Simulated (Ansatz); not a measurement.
The starting structures come from a database of crystals and need not be the phases stable at ambient conditions.

 Where the default PAW files enter, the runs use the earlier of Ansatz's two default sets.

By PBEsol, the system below comes out a metal.

```
Pt
1.0
    2.76067     0.00000     0.00000
   -1.38034     2.39081     0.00000
    0.00000     0.00000     4.79213
Pt
2
Direct
  0.66667   0.33333   0.75000
  0.33333   0.66667   0.25000
```

Space group of this cell: P6_3/mmc, hcp (Mg type). The cell is taken as given; by PBEsol its mean pressure is -10.9 GPa.

Computed with PBEsol (plane waves, PAW; Ansatz, a first-principles code).

The current runs along the normal of the first two printed vectors; no spin-orbit coupling. Scaled by the factor s: the length along the current (ions clamped). Meshes 24×24×12 and 42×42 across the current in all rows.

```csv
s,mean pressure (GPa),ballistic conductance per area (both spins) (× 10¹⁵ S/m²)
0.97,-4.0,1.81
1.00,-10.9,1.65
1.03,-16.0,?
```

Problem. Take the slope of the ballistic conductance per area (both spins) against ln s from the two given rows, extrapolate to s = 1.03, and say what the run there gives.

Solution. Slope = (1.81 − 1.65) / ln 0.97 = -5.25 × 10¹⁵ S/m². The line gives 1.65 + (-5.25) × ln 1.03 = 1.49 × 10¹⁵ S/m². The run gives 1.51 × 10¹⁵ S/m², 0.02 × 10¹⁵ S/m² over the line, 10 % of the predicted step.
